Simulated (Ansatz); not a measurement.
An Ansatz (a quantum-chemistry and plane-wave program) input (Ansatz PBEsol, spin-orbit coupling left out):

Ansatz 0.2 input:
```yaml
crystal:
  lattice:
    - [-1.6011862442, 1.6011862442, 3.7915851023]
    - [1.6011862442, -1.6011862442, 3.7915851023]
    - [1.6011862442, 1.6011862442, -3.7915851023]
  atoms:
    - { symbol: Si, position: [0.6655246743, 0.6655246743, 0] }
    - { symbol: Si, position: [0.3344753257, 0.3344753257, 0] }
    - { symbol: W, position: [0, 0, 0] }
basis: { ecutwfc: 420, ecutrho_ratio: 4, xc_grid: 2, fft_grid_basis: typed }
kpoints: { mp_grid: { grid: [25, 25, 25] } }
hamiltonian:
  xc: pbesol
  dispersion: none
  pseudopotentials: { kind: paw }
scf: { occupations: { method: fermi_dirac, width: 0.1 }, convergence: { dr2_threshold: 0.0000000003 } }
relax: { f_tol: 0.005, max_steps: 50 }
output: { forces: true, stress: true }
checkpoint: { write: state.ck, write_every: 1000 }
```

Task: Which symmetry and how many k-points will the program report, and about how many plane waves at Γ?

Result: Space group I4/mmm (ITA 139) with 16 operations, k-points 1183 of 15625, and 761 plane waves at Γ.

Task: And the final pressure?

Result: 8.57 GPa (compression positive).

The cells carry an imposed strain or load. No phonon test of stability was made. The final runs are not spin-polarised. The cell was made from WSi2 (space group I4/mmm, No. 139) by this change: uniaxial strain ε_zz = −3.00 %.
